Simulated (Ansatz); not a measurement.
The parent structure is LiCl in the rock salt structure (space group Fm-3m, No. 225; a = 5.1504 Å).

Calculations: PBE in Ansatz (plane waves to 420 eV, PAW, no spin-orbit coupling).

One change was made to it. Results:

The electron mass becomes 1.1 mₑ along k, 0.31 mₑ across (at L) (base: 0.47 mₑ (at Γ)); the lattice parameter a drops by 31.37 pm (515.0 pm → 483.7 pm); the band gap goes up by 0.636 eV, from 6.26 eV to 6.89 eV; the gap character goes from direct at Γ to indirect, K–Γ (78 % along) → L.

Which change produced these results?
A) pressure 9 GPa
B) pressure 30 GPa
C) pressure 4.2 GPa
D) pressure −2 GPa

A, pressure 9 GPa. For comparison, the band gap in the other runs: pressure 30 GPa gives 7.00 eV; pressure 4.2 GPa gives 6.83 eV; pressure −2 GPa gives 5.86 eV.

Load acts through the strain it causes; cell and atoms are relaxed under it. Masses are band curvatures over ±0.01 Å⁻¹ around the edge. Along k means along the line from Γ to the band edge. Whether these cells are dynamically stable was not tested. No other phases were tried under pressure.

Ansatz is a first-principles code.
